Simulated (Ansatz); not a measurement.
Functionals compared on SiH3 on the 1x1 (0001) surface of corundum (cut with top plane Al), one in a 1x1 cell, started at the site 'top O', in Ansatz (plane waves, PAW). The structure was relaxed with PBE; the other rows are single points on it, each with its references at the same level. Cutoff 420 eV (500 eV for r2SCAN). The points keep PBE's geometry, so the relaxation of a polaron and the settling of charge on one site are left out.

Host crystal: corundum, with a band gap (PBE, scalar-relativistic without spin-orbit coupling).

Model: 24-atom slab, 6.7 Å thick at the start under the adsorbate (thin: gaps and levels are the slab's own), 6x6x1 mesh, Fermi-Dirac 0.01 eV, dipole correction, 9 atoms held, the rest relaxed; no symmetry held; spin-polarised, ending with about 1.0 μB a cell; orders that need a larger cell were not tried, no spin-orbit, no U, no dispersion correction. At the end it is bonded to Al. In PBE it is, or lies within 0.03 eV of, the lowest of the starts that converged. These notes are the PBE run's. r2SCAN: The program's check for a lower electronic state was not made. Adsorption energies are against SiH4(g) − ½ H2(g). A negative adsorption energy means that the adsorbate is more stable on the surface than in its reference.

| functional | adsorption energy (eV) | gap of the slab on its k-mesh (eV) | highest filled level below the top vacuum level (eV) | magnetic moment of the cell (μB) | rough cost of the single point |
|---|---|---|---|---|---|
| PBE | 1.28 | 1.12 | 5.48 | 1.00 | – |
| RPBE | 1.42 | 1.23 | 5.42 | 1.00 | around 2.8 core-minutes (rough) |
| r2SCAN | 1.17 | 1.82 | 5.75 | 1.00 | about 5 core-minutes (a rough figure) |

Ansatz is a first-principles code.
